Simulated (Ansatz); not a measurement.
Subject: the formation energy of W_Ru in Ru (hcp, P6₃/mmc). Reaction: 63 Ru (hcp) + W (bcc) → cell A.

Cell A: a supercell of 64 sites of Ru (hcp, P6₃/mmc) with W on a Ru site (12 Ru at 2.67–2.74 Å); spin state with PBE: run without spin, k-point mesh 4×4×4.
```xyz
64
Lattice="10.8877 0.0000 0.0000 -5.4439 9.4291 0.0000 0.0000 0.0000 8.5878" Properties=species:S:1:pos:R:3 pbc="T T T"
Ru     0.0008    -0.0005     0.0000
Ru    -0.0008     1.5707     2.1457
Ru    -0.0015     0.0009     4.2939
Ru    -0.0008     1.5707     6.4422
Ru    -1.3609     2.3573     0.0000
Ru    -1.3621     3.9285     2.1457
Ru    -1.3591     2.3583     4.2939
Ru    -1.3621     3.9285     6.4422
Ru    -2.7219     4.7154     0.0000
Ru    -2.7219     6.2849     2.1481
Ru    -2.7219     4.7128     4.2939
Ru    -2.7219     6.2849     6.4397
Ru    -4.0805     7.0732     0.0000
Ru    -4.0839     8.6439     2.1481
Ru    -4.0839     7.0712     4.2939
Ru    -4.0839     8.6439     6.4397
Ru     2.7219    -0.0028     0.0000
Ru     2.7219     1.5735     2.1456
Ru     2.7219     0.0011     4.2939
Ru     2.7219     1.5735     6.4422
Ru     1.3663     2.3477     0.0000
Ru     1.3537     3.9246     2.1388
Ru     1.3622     2.3414     4.2939
Ru     1.3537     3.9246     6.4491
Ru    -0.0057     4.7239     0.0000
Ru     0.0017     6.2851     2.1456
Ru    -0.0131     4.7236     4.2939
Ru     0.0017     6.2851     6.4422
Ru    -1.3634     7.0732     0.0000
Ru    -1.3600     8.6439     2.1481
Ru    -1.3600     7.0712     4.2939
Ru    -1.3600     8.6439     6.4397
Ru     5.4431    -0.0005     0.0000
Ru     5.4447     1.5707     2.1457
Ru     5.4454     0.0009     4.2939
Ru     5.4447     1.5707     6.4422
Ru     4.0776     2.3477     0.0000
Ru     4.0901     3.9246     2.1388
Ru     4.0816     2.3414     4.2939
Ru     4.0901     3.9246     6.4491
Ru     2.7219     4.7145     0.0000
Ru     2.7219     6.2944     2.1388
W      2.7219     4.7145     4.2939
Ru     2.7219     6.2944     6.4491
Ru     1.3500     7.0720     0.0000
Ru     1.3606     8.6444     2.1457
Ru     1.3466     7.0786     4.2939
Ru     1.3606     8.6444     6.4422
Ru     8.1658    -0.0001     0.0000
Ru     8.1658     1.5715     2.1479
Ru     8.1658    -0.0021     4.2939
Ru     8.1658     1.5715     6.4399
Ru     6.8047     2.3573     0.0000
Ru     6.8060     3.9285     2.1457
Ru     6.8030     2.3583     4.2939
Ru     6.8060     3.9285     6.4422
Ru     5.4495     4.7239     0.0000
Ru     5.4422     6.2851     2.1456
Ru     5.4570     4.7236     4.2939
Ru     5.4422     6.2851     6.4422
Ru     4.0939     7.0720     0.0000
Ru     4.0832     8.6444     2.1457
Ru     4.0973     7.0786     4.2939
Ru     4.0832     8.6444     6.4422
```

Reference: Ru (hcp, P6₃/mmc), 64 atoms in the cell, the relaxed perfect crystal repeated, atoms not moved again; spin state with PBE: run without spin, k-point mesh 4×4×4 on the run's own vectors.

Reference: W (bcc, Im-3m), 1 atom in the cell; spin state with PBE: run without spin, k-point mesh 26×26×26 on the run's own vectors. Conventional cell: a = 3.1837 Å, b = 3.1837 Å, c = 3.1837 Å, α = 90.00°, β = 90.00°, γ = 90.00°.

All numbers come from Ansatz (a quantum-chemistry and plane-wave program), plane waves with PAW, its default PAW set, cutoff 420 eV. The structures are at rest with PBE, within the held lattices. Neutral cells; Fermi-Dirac smearing of at most 0.10 eV in the solids, energies taken to zero width. Larger cells are relaxed from a start prepared with the learned potential CHGNet, on a coarser mesh till forces fall under 0.03 eV/Å, which some starts already meet. A dispersion term (D3(BJ), or D4 for r2SCAN) was computed beside these levels and is taken off wherever the name lacks it. Space groups of crystals are read within 0.01 Å. No zero-point or thermal terms. No structure search was made; lower ones may exist. Spin-orbit coupling is left out. Values are for these cell sizes. Mesh and cell size may move defect energies by 0.1 eV or more. Cell A has symmetry P-6m2 within 0.02 Å and got no random move, so less symmetric positions, which may lie lower, weren't tried.

**Question.** Estimate the value that PBE returns for this input.

**Answer.** -0.27 eV, for 63 Ru (hcp) + W (bcc) → cell A.
